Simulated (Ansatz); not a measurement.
Consider GaAs in the zinc blende structure (space group F-43m, No. 216).

```
GaAs
1.0
    0.00000     2.80140     2.80140
    2.80140     0.00000     2.80140
    2.80140     2.80140     0.00000
Ga As
1 1
Direct
  0.00000   0.00000   0.00000
  0.25000   0.25000   0.25000
```

All numbers come from Ansatz (an electronic-structure program) LDA, spin-orbit coupling left out.

Strains are applied to the cell and any free atomic positions relax.

One change was made to it. Results:

The energy increases by 20 meV/atom; the band gap rises by 0.47 eV to 0.96 eV.

Problem. Which of these changes matches the shifts?
(A) isotropic strain +2.00 %
(B) isotropic strain −1.00 %
(C) isotropic strain −2.00 %

Solution. C, isotropic strain −2.00 %. For comparison, the band gap in the other runs: isotropic strain +2.00 % gives zero; isotropic strain −1.00 % gives 0.72 eV.

No phonon test of stability was made. All final runs are without spin polarisation. Gaps under 0.05 eV, about the width of the smearing, are given as zero. A zero or small gap of GaAs under isotropic strain +2.00 % can be the functional's error rather than a property of the material.
